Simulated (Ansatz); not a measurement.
**PbSe: pressure series**

The parent structure is PbSe in the rock salt structure (space group Fm-3m, No. 225).

```
CELL_PARAMETERS angstrom
      0.00000     3.10857     3.10857
      3.10857     0.00000     3.10857
      3.10857     3.10857     0.00000
ATOMIC_POSITIONS crystal
  Se 0.00000 0.00000 0.00000
  Pb 0.50000 0.50000 0.50000
```

Cell and atoms are relaxed at each pressure.

Level of theory: PBE, PAW, 420 eV (Ansatz, a program for electronic structure; without spin-orbit coupling).

```csv
change,band gap,volume per atom
base,0.43 eV,30.04 Å³
pressure −2 GPa,…,…
pressure −1 GPa,0.50 eV,30.74 Å³
pressure 3 GPa,0.25 eV,28.39 Å³
pressure 7 GPa,zero,26.74 Å³
pressure 50 GPa,zero,19.62 Å³
pressure 75 GPa,zero,17.86 Å³
pressure 100 GPa,zero,16.60 Å³
```

Q: Some entries are withheld; estimate them.

A: 
- pressure −2 GPa, band gap: 0.56 eV
- pressure −2 GPa, volume per atom: 31.52 Å³

A case with no gap was solved on a k-mesh chosen for an insulator, which is coarse for it. Spin-orbit coupling, missing from the scalar runs, can matter with Pb. Load acts through the strain it causes; cell and atoms are relaxed under it. Stability against distortions was not tested. Competing high-pressure phases were not computed. All final runs are without spin polarisation. Gaps under 0.05 eV, about the width of the smearing, are given as zero. The zero or small gap of PbSe under pressure 3 GPa, PbSe under pressure 7 GPa, PbSe under pressure 50 GPa and PbSe under pressure 75 GPa can change with the level of theory.
